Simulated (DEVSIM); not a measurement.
System: illuminated Si n-on-p cell, one wavelength, at 300 K.

```tsv
layer (left to right)	material	thickness (μm)	Nd (cm⁻³)	Na (cm⁻³)	τn (s)	τp (s)	absorption coefficient (cm⁻¹)
1	Si	0.430	1.3e18	-	7.7e-6	1.4e-5	29000
2	Si	30.0	-	5.8e16	2.4e-5	2.4e-5	29000
```

Left contact: ohmic, minority hole recombination velocity 30000 cm/s. Right contact: ohmic, minority electron recombination velocity 1e5 cm/s. Voltage is applied to the left contact. Recombination: SRH at mid-gap, radiative, Auger. Light enters at the left, 8.9e17 photons cm⁻² s⁻¹, one pass, no reflection. Mobility is constant in doping.

This is a model device: material constants are rounded textbook-type values typed into the input, and sizes, dopings and lifetimes were drawn at random. Values at 300 K.

| parameter | Si |
|---|---|
| gap (eV) | 1.124 |
| affinity (eV) | 4.05 |
| permittivity | 11.7 |
| Nc (cm⁻³) | 2.86e19 |
| Nv (cm⁻³) | 3.1e19 |
| μn (cm²/Vs) | 1417 |
| μp (cm²/Vs) | 470 |
| B (cm³/s) | 4.7e-15 |
| Cn (cm⁶/s) | 2.8e-31 |
| Cp (cm⁶/s) | 9.9e-32 |

Simulated with DEVSIM: 1D drift-diffusion, Boltzmann statistics, complete ionisation; no tunnelling, impact ionisation, image-force lowering or self-heating.

Q: Tabulate band edges, carrier densities and field at -0.9 V on the left contact, in the dark.

A: Energies count from the Fermi level of the right contact; mesh points crowd at the junctions.

```json
[
 {"x (μm)": "0.000", "Ec (eV)": "0.980", "Ev (eV)": "-0.144", "n (cm⁻³)": "1.3e18", "p (cm⁻³)": "2.8e16", "field (V/cm)": "-1300"},
 {"x (μm)": "0.02683", "Ec (eV)": "0.979", "Ev (eV)": "-0.145", "n (cm⁻³)": "1.3e18", "p (cm⁻³)": "2.7e16", "field (V/cm)": "≈ 0"},
 {"x (μm)": "0.08016", "Ec (eV)": "0.979", "Ev (eV)": "-0.145", "n (cm⁻³)": "1.3e18", "p (cm⁻³)": "2.8e16", "field (V/cm)": "≈ 0"},
 {"x (μm)": "0.1862", "Ec (eV)": "0.979", "Ev (eV)": "-0.145", "n (cm⁻³)": "1.3e18", "p (cm⁻³)": "2.8e16", "field (V/cm)": "≈ 0"},
 {"x (μm)": "0.3479", "Ec (eV)": "0.979", "Ev (eV)": "-0.145", "n (cm⁻³)": "1.3e18", "p (cm⁻³)": "2.9e16", "field (V/cm)": "≈ 0"},
 {"x (μm)": "0.4022", "Ec (eV)": "0.979", "Ev (eV)": "-0.145", "n (cm⁻³)": "1.3e18", "p (cm⁻³)": "3.0e16", "field (V/cm)": "24"},
 {"x (μm)": "0.4295", "Ec (eV)": "0.998", "Ev (eV)": "-0.126", "n (cm⁻³)": "6.3e17", "p (cm⁻³)": "6.3e16", "field (V/cm)": "49000"},
 {"x (μm)": "0.4699", "Ec (eV)": "1.032", "Ev (eV)": "-0.092", "n (cm⁻³)": "1.7e17", "p (cm⁻³)": "2.3e17", "field (V/cm)": "90"},
 {"x (μm)": "0.5446", "Ec (eV)": "1.032", "Ev (eV)": "-0.092", "n (cm⁻³)": "1.7e17", "p (cm⁻³)": "2.3e17", "field (V/cm)": "-12"},
 {"x (μm)": "0.7068", "Ec (eV)": "1.032", "Ev (eV)": "-0.092", "n (cm⁻³)": "1.7e17", "p (cm⁻³)": "2.3e17", "field (V/cm)": "-12"},
 {"x (μm)": "1.058", "Ec (eV)": "1.031", "Ev (eV)": "-0.093", "n (cm⁻³)": "1.7e17", "p (cm⁻³)": "2.3e17", "field (V/cm)": "-12"},
 {"x (μm)": "2.289", "Ec (eV)": "1.030", "Ev (eV)": "-0.094", "n (cm⁻³)": "1.7e17", "p (cm⁻³)": "2.2e17", "field (V/cm)": "-13"},
 {"x (μm)": "4.490", "Ec (eV)": "1.027", "Ev (eV)": "-0.097", "n (cm⁻³)": "1.6e17", "p (cm⁻³)": "2.1e17", "field (V/cm)": "-13"},
 {"x (μm)": "9.265", "Ec (eV)": "1.020", "Ev (eV)": "-0.104", "n (cm⁻³)": "1.4e17", "p (cm⁻³)": "1.9e17", "field (V/cm)": "-15"},
 {"x (μm)": "21.24", "Ec (eV)": "0.999", "Ev (eV)": "-0.125", "n (cm⁻³)": "8.2e16", "p (cm⁻³)": "1.4e17", "field (V/cm)": "-22"},
 {"x (μm)": "26.21", "Ec (eV)": "0.987", "Ev (eV)": "-0.137", "n (cm⁻³)": "5.6e16", "p (cm⁻³)": "1.1e17", "field (V/cm)": "-29"},
 {"x (μm)": "28.50", "Ec (eV)": "0.979", "Ev (eV)": "-0.145", "n (cm⁻³)": "4.2e16", "p (cm⁻³)": "1.0e17", "field (V/cm)": "-34"},
 {"x (μm)": "29.55", "Ec (eV)": "0.976", "Ev (eV)": "-0.148", "n (cm⁻³)": "3.5e16", "p (cm⁻³)": "9.3e16", "field (V/cm)": "-38"},
 {"x (μm)": "30.14", "Ec (eV)": "0.973", "Ev (eV)": "-0.151", "n (cm⁻³)": "3.1e16", "p (cm⁻³)": "8.9e16", "field (V/cm)": "-41"},
 {"x (μm)": "30.31", "Ec (eV)": "0.973", "Ev (eV)": "-0.151", "n (cm⁻³)": "3.0e16", "p (cm⁻³)": "8.8e16", "field (V/cm)": "-42"},
 {"x (μm)": "30.39", "Ec (eV)": "0.972", "Ev (eV)": "-0.152", "n (cm⁻³)": "3.0e16", "p (cm⁻³)": "8.6e16", "field (V/cm)": "-310"},
 {"x (μm)": "30.43", "Ec (eV)": "0.962", "Ev (eV)": "-0.162", "n (cm⁻³)": "4.4e16", "p (cm⁻³)": "5.8e16", "field (V/cm)": "-8300"}
]
```
